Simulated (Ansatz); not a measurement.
Input and output of a self-consistent single point for HfC (I4mm, 2 atoms in the cell) (Ansatz, a quantum-chemistry and plane-wave program).

Method of the run: LDA (PW92), default PAW files made with PBE (plane waves; Ansatz).

```yaml
crystal:
  lattice:
    - [0.00000, 2.33160, 2.33160]
    - [2.33160, 0.00000, 2.33160]
    - [2.33160, 2.33160, 0.00000]
  atoms:
    - { symbol: Hf, position: [0.01072, 0.01072, 0.98928] }
    - { symbol: C, position: [0.50000, 0.50000, 0.50000] }
```

Reference input (self-consistent single point, DFT, LDA (PW92), plane waves, default PAW files made with PBE): basis.ecutwfc = 420 eV; kpoints.mp_grid.grid = 12 12 12; hamiltonian.xc = lda; hamiltonian.pseudopotentials = {kind: paw} (the program's default PAW files); scf.occupations.method = fermi_dirac; scf.occupations.width = 0.1 eV. This run's input differs from it in these lines:

Ansatz 0.2 input:
```diff
@@ -12,3 +12,3 @@
 kpoints:
-  mp_grid: { grid: [12, 12, 12] }
+  mp_grid: { grid: [20, 20, 20] }
 hamiltonian:
@@ -17,3 +17,3 @@
 scf:
-  occupations: { method: fermi_dirac, width: 0.1 }
+  occupations: { method: gaussian, width: 0.5 }
 output:
```

Output (repeated stretches shortened):

```
SCF iter   1: F=—  HF=-15721.828779 eV  |F-HF|=—  |Δ(HF+E_count)|=         —  Δρ=8.51e-3  dr2=2.27e-2  ethr=1.77e-3  ⟨swp⟩=4.4  Hψ=47078  notcnv=0
all-band conjugate gradients solve this SCF's bands
preconditioner: auto → Kerker (q_TF=auto, 2.806 Å⁻¹)
SCF iter   2: F=—  HF=-15721.823728 eV  |F-HF|=—  |Δ(HF+E_count)|=   5.05e-3  Δρ=3.65e-3  dr2=2.61e-3  ethr=7.58e-5  ⟨swp⟩=1.0  Hψ=17360  notcnv=0
SCF iter   3: F=—  HF=-15721.823212 eV  |F-HF|=—  |Δ(HF+E_count)|=   5.16e-4  Δρ=1.38e-3  dr2=2.72e-4  ethr=8.70e-6  ⟨swp⟩=2.0  Hψ=18807  notcnv=0
SCF iter   4: F=—  HF=-15721.823122 eV  |F-HF|=—  |Δ(HF+E_count)|=   9.04e-5  Δρ=7.06e-4  dr2=5.58e-5  ethr=9.06e-7  ⟨swp⟩=2.2  Hψ=20610  notcnv=0
SCF iter   5: F=—  HF=-15721.823107 eV  |F-HF|=—  |Δ(HF+E_count)|=   1.49e-5  Δρ=9.40e-5  dr2=1.30e-6  ethr=1.86e-7  ⟨swp⟩=2.4  Hψ=18413  notcnv=0
SCF iter   6: F=-15721.823107 eV  HF=-15721.823107 eV  |F-HF|=2.21e-8  |Δ(HF+E_count)|=   2.44e-7  Δρ=1.38e-5  dr2=4.44e-8  ethr=3.33e-10  ⟨swp⟩=4.4  Hψ=61201  notcnv=0
SCF 1 converged in 6 iterations: F = -15721.823107 eV  dr2 = 4.44e-8
Free energy (F): -15721.823107 eV
Internal energy: -15721.783507 eV  (E = F + TS)
E sigma→0 (E₀):  -15721.803307 eV
Entropy (-TS):   -0.039600 eV (-19.800 meV/atom)
Fermi energy:    19.612401 eV
--- Forces (eV/Å), atoms counted from 1 ---
  atom   1  Hf     0.00000000     0.00000000    -0.34867849
  atom   2  C      0.00000000     0.00000000     0.34869583
--- Stress (GPa, compression-positive) ---
      -13.635736       0.000000       0.000000
        0.000000     -13.635736       0.000000
        0.000000       0.000000     -12.965710
  P = ⅓ Tr σ = -13.4124 GPa (-134.124 kbar)
  The stress holds the Pulay correction. Without it, at fixed plane waves, as pw.x and ABINIT print it: P = -13.6888 GPa
```

The run converged in 6 iterations. Against the reference run the free energy drops by 7.0 meV/atom, the pressure moves little (-13.44 to -13.41 GPa) and the largest force hardly changes (0.340 to 0.349 eV/Å).

The starting cell has typed, rounded lattice constants, without a prior relaxation at this level. Its lattice was rescaled by up to half a per cent. One atom was moved a little off its site on purpose. With a pressure of about -13 GPa the cell is away from its equilibrium volume at this level. Ansatz's pressure includes its estimate of the finite-basis (Pulay) stress.
